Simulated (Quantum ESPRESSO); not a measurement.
A self-consistent single point of Ba (Im-3m, 1 atom in the cell) with Quantum ESPRESSO.

Level of theory: PBE, SSSP 1.1.2 efficiency (PBE) pseudopotentials (plane waves; Quantum ESPRESSO).

```xyz
1
Lattice="2.4975 2.4975 2.4975 -2.4975 2.4975 2.4975 -2.4975 -2.4975 2.4975" Properties=species:S:1:pos:R:3 pbc="T T T"
Ba     0.0000     0.0000     0.0000
```

Reference input (self-consistent single point, DFT, PBE, plane waves, SSSP 1.1.2 efficiency (PBE) pseudopotentials): ecutwfc = 45 Ry; ecutrho = 360 Ry; occupations = smearing; smearing = gaussian; degauss = 0.0073499 Ry; potentials = {Ba: Ba.pbe-spn-kjpaw_psl.1.0.0.UPF}; K_POINTS = automatic 8 8 8 0 0 0; conv_thr = 1e-10 Ry; mixing_beta = 0.3. This run's input differs from it in these lines:

```diff
@@ -29,3 +29,3 @@
 K_POINTS {automatic}
-8 8 8  0 0 0
+12 12 12  0 0 0
```

The program printed (abridged):

```
     Self-consistent Calculation

     iteration #  1     ecut=    45.00 Ry     beta= 0.30

---- Real-time Memory Report at c_bands before calling an iterative solver
           214 MiB given to the printing process from OS
            53 MiB allocation reported by mallinfo(arena+hblkhd)
------------------

     Threshold (ethr) on eigenvalues was too large:
     Diagonalizing with lowered threshold

---- Real-time Memory Report at c_bands before calling an iterative solver
           237 MiB given to the printing process from OS
            65 MiB allocation reported by mallinfo(arena+hblkhd)
------------------

   [... lines left out ...]

---- Real-time Memory Report at c_bands before calling an iterative solver
           244 MiB given to the printing process from OS
            72 MiB allocation reported by mallinfo(arena+hblkhd)
------------------

     total energy              =    -436.18110357 Ry
     estimated scf accuracy    <          2.7E-10 Ry

     iteration # 11     ecut=    45.00 Ry     beta= 0.30

---- Real-time Memory Report at c_bands before calling an iterative solver
           245 MiB given to the printing process from OS
            72 MiB allocation reported by mallinfo(arena+hblkhd)
------------------
     End of self-consistent calculation

     the Fermi energy is     5.9322 ev

!    total energy              =    -436.18110357 Ry
     estimated scf accuracy    <          1.0E-11 Ry
     smearing contrib. (-TS)   =      -0.00046716 Ry
     internal energy E=F+TS    =    -436.18063641 Ry

      -> PAW hartree energy AE =      28.56279575 Ry
      -> PAW hartree energy PS =     -28.46264844 Ry
      -> PAW xc energy AE      =    -394.19453205 Ry
      -> PAW xc energy PS      =      19.14557260 Ry
      -> total E_H with PAW    =       8.70070926 Ry
      -> total E_XC with PAW   =    -395.21268742 Ry

     convergence has been achieved in  11 iterations

     Forces acting on atoms (cartesian axes, Ry/au):

     atom    1 type  1   force =     0.00000000    0.00000000    0.00000000

     Total force =     0.000000     Total SCF correction =     0.000000

          total   stress  (Ry/bohr**3)                   (kbar)     P=        1.56
   0.00001061  -0.00000000  -0.00000000            1.56       -0.00       -0.00
  -0.00000000   0.00001061   0.00000000           -0.00        1.56        0.00
  -0.00000000   0.00000000   0.00001061           -0.00        0.00        1.56

   JOB DONE.
```

The run converged in 11 iterations. Against the reference run the free energy rises by 4.3 meV/atom and the pressure moves little (0.11 to 0.16 GPa).

The starting cell has typed, rounded lattice constants, without a prior relaxation at this level. Its lattice was rescaled by up to half a per cent.
